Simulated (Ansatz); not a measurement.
L1₀ (CuAu-type) CuAu, relaxed in Ansatz (plane waves) with several semilocal functionals. Each gives its own volume and its own elastic constant C11:

```json
[
 {"level": "LDA", "V0 (Å³/atom)": "13.779", "elastic constant C11 (GPa)": "227.0", "ln V0": "2.6231", "ln C11": "5.4250"},
 {"level": "PBEsol", "V0 (Å³/atom)": "14.211", "elastic constant C11 (GPa)": "207.2", "ln V0": "2.6540", "ln C11": "5.3337"},
 {"level": "PBE", "V0 (Å³/atom)": "15.001", "elastic constant C11 (GPa)": "162.4", "ln V0": "2.7081", "ln C11": "5.0901"}
]
```

Task: Fit a straight line to ln C11 against ln V0. What does it predict for r²SCAN, whose volume is 14.529 Å³/atom?

Result: With x = ln V0 and y = ln C11: means 2.66173 and 5.28293; Σ(Δx Δy) = -0.01482, Σ(Δx²) = 0.003702, so the slope is -4.00. At x = 2.6761 the line gives y = 5.28293 + (-4.00) × (2.6761 − 2.66173) = 5.2255, or 186.0 GPa. The run with r²SCAN gives 174.4 GPa, -6.2 % from the line. The rows used scatter about it by up to 2.0 %, while the largest value lies 40 % above the smallest.

Ansatz's density-functional and Hartree–Fock values are scalar-relativistic unless marked +SOC, with PAW data made under PBE.

Ansatz is a quantum-chemistry and plane-wave program.
